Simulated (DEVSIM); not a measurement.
Structure: Ru/SiO2/p-Ge capacitor, at 300 K.

```tsv
layer (left to right)	material	thickness (nm)	Na (cm⁻³)
1	SiO2	4.80	-
2	Ge	430	1.9e18
```

Metal gate on the left, work function 4.7 eV. Fixed charge at the semiconductor interface 0 cm⁻² (in units of +e); interface traps 2e12 cm⁻² eV⁻¹, uniform in energy, neutral level at 0.5 of the gap above the valence band.

The device is made up for the run: typed textbook-type constants, with dimensions and the other settings drawn at random. Values at 300 K.

| parameter | SiO2 | Ge |
|---|---|---|
| gap (eV) | 9 | 0.664 |
| affinity (eV) | 0.9 | 4 |
| permittivity | 3.9 | 16 |
| Nc (cm⁻³) | - | 1.04e19 |
| Nv (cm⁻³) | - | 6e18 |

DEVSIM, 1D Poisson equation in equilibrium, Boltzmann statistics, complete ionisation; no quantum confinement or tunnelling. Metal contacts follow the ideal Schottky-Mott rule: no Fermi-level pinning, no interface dipoles.

Task: Tabulate band edges, carrier densities and field at 0.9 V on the gate.

Result: Energies count from the Fermi level of the right contact; mesh points crowd at the junctions.

```
x (μm)     Ec (eV)  Ev (eV)  n (cm⁻³)  p (cm⁻³)  field (V/cm)
---------  -------  -------  --------  --------  ------------
0.000        2.900   -6.100     < 1e2     < 1e2       1200000
0.0007824    2.996   -6.004     < 1e2     < 1e2       1200000
0.001829     3.123   -5.877     < 1e2     < 1e2       1200000
0.003073     3.275   -5.725     < 1e2     < 1e2       1200000
0.004389     3.436   -5.564     < 1e2     < 1e2       1200000
0.005110     0.395   -0.269    2.4e12    1.8e14        300000
0.006254     0.428   -0.236    6.7e11    6.5e14        280000
0.009323     0.503   -0.161    3.6e10    1.2e16        210000
0.01373      0.577   -0.087     2.1e9    2.1e17        120000
0.02215      0.627   -0.037     3.0e8    1.4e18         19000
0.03648      0.634   -0.030     2.3e8    1.9e18           350
0.07496      0.634   -0.030     2.3e8    1.9e18           ≈ 0
0.1302       0.634   -0.030     2.3e8    1.9e18           ≈ 0
0.2270       0.634   -0.030     2.3e8    1.9e18           ≈ 0
0.3397       0.634   -0.030     2.3e8    1.9e18           ≈ 0
0.3817       0.634   -0.030     2.3e8    1.9e18           ≈ 0
0.4054       0.634   -0.030     2.3e8    1.9e18           ≈ 0
0.4187       0.634   -0.030     2.3e8    1.9e18           ≈ 0
0.4280       0.634   -0.030     2.3e8    1.9e18           ≈ 0
0.4315       0.634   -0.030     2.3e8    1.9e18           ≈ 0
0.4334       0.634   -0.030     2.3e8    1.9e18           ≈ 0
0.4348       0.634   -0.030     2.3e8    1.9e18           ≈ 0
```
